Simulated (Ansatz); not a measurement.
Defect migration in zinc-blende CuI: interstitial Cu, charge state +1. The step: one Cu atom jumps by itself; the atom moves 4.35 Å along (0.00, 0.51, 0.51) of the unit cell; the moving atom starts with neighbours 3 Cu at 2.57, Cu at 2.58; 2 I at 3.05, I at 3.06, I at 3.11, 2 I at 3.12 Å and ends with Cu at 2.56, 3 Cu at 2.57; I at 3.05, I at 3.07, 2 I at 3.09, I at 3.10, I at 3.12 Å. DFT values are from Ansatz (plane-wave PAW, 420 eV unless said) in a cell of 64 host sites, spin-restricted, static, with no finite-size correction. The charge state is imposed; whether it is stable for some Fermi level was not computed. Sites that were not tried may lie lower. For the PBE band: the saddle point's order was not checked, and it lies on a symmetry element of the cell, where a band can be held.

| Level | Forward barrier (eV) | Cost of the band or of the saddle's single point |
|---|---|---|
| PBE, one k-point at (0.250, 0.250, 0.250), band relaxed | 0.22 | very roughly 5 core-hours |
| PBE, a 2×2×2 k-point mesh shifted by half a step, same geometries | 0.22 | roughly 30 core-minutes |
| r2SCAN at 500 eV, one k-point at (0.250, 0.250, 0.250), same geometries | 0.20 | about 13 core-minutes (a rough figure) |

Ansatz is a first-principles code.
